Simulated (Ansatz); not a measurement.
For In2SeS (model structure, started from the Cd2SeS type, P3m1, No. 156, 4 atoms in the cell), LDA in Ansatz (plane waves, PAW) gives:

equilibrium lattice constant a: 3.954 Å
c axis length: 8.944 Å
bulk modulus: 17.0 GPa
cohesive energy: 3.75 eV/atom
band gap: 0.26 eV

Task: What does PBE (Ansatz, an electronic-structure program, plane waves, PAW) give for the same quantities?

Result: 
- lattice constant a: 4.119 Å (goes up by 4.2 %)
- lattice parameter c: 9.773 Å (grows by 9.3 %)
- bulk modulus: 3.06 GPa (decreases by 82 %)
- cohesive energy: 3.02 eV/atom (decreases by 0.73 eV/atom)
- band gap: 0.48 eV (increases by 0.22 eV)

Changes are worked out from the printed values.

Unless a cell is named, each level is at its own relaxed cell (LDA 30.28, PBE 35.90 Å³/atom).

Levels without +SOC leave out spin–orbit coupling, which shifts energies and cells of such heavy elements.

Spin–orbit coupling is included only where a level's name says +SOC; with heavier elements it mostly lowers gaps and can invert bands. Density-functional gaps are differences of (generalised) Kohn–Sham levels.

Caveats: the bulk modulus is −V dP/dV from two relaxed cells at ±2 % in volume (LDA, PBE). Ansatz's density-functional and Hartree–Fock values are scalar-relativistic unless marked +SOC, with PAW data made under PBE.

A model structure was made by putting elements into a prototype or built by hand; it is no filed structure, need not be a known phase, and can be a saddle point held by its symmetry.
